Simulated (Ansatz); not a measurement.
**GaN under a change: biaxial strain −3.00 %, plane normal [001], relaxed out of plane**

Start from GaN in the wurtzite structure (space group P6_3mc, No. 186; a = 3.218 Å, c = 5.243 Å). Axes: x lies along a and z along c of the hexagonal cell.

It is then changed as follows: compressive biaxial strain of 3.00 % in the plane normal to [001], as in epitaxy on a mismatched substrate; the out-of-plane cell vector and the atoms relax.

All numbers come from PBE, PAW, 420 eV (Ansatz, a program for electronic structure; no SOC). k-mesh 12×12×6 (Γ-centred); smearing 0.05 eV (Fermi–Dirac).

The volume per atom drops by 0.54 Å³ to 11.22 Å³ and the shortest interatomic distance shrinks by 0.0356 Å, from 1.967 Å to 1.932 Å. The band gap grows by 0.09 eV, from 1.71 eV to 1.80 eV and the gap character stays direct at Γ. The width of the top valence band rises by 0.326 eV, from 2.67 eV to 2.99 eV and the electron mass changes from 0.14 mₑ along c, 0.16 mₑ across (at Γ) to 0.15 mₑ out of plane, 0.18 mₑ in plane (at Γ). The valence-band top at Γ (three highest levels, from the VBM) changes from 0.00, 0.00, -0.04 eV to 0.00, 0.00, -0.35 eV and the out-of-plane strain comes out as +1.38 %. The ratio −ε⊥/ε∥ comes out as 0.46 and the mean in-plane stress (compression positive) comes out as +13.5 GPa.

Cost of the whole job for the changed cell (relaxation, final SCF and bands): very roughly 40 core-seconds.

Effective masses come from finite differences of ±0.01 Å⁻¹. Whether these cells are dynamically stable was not tested.
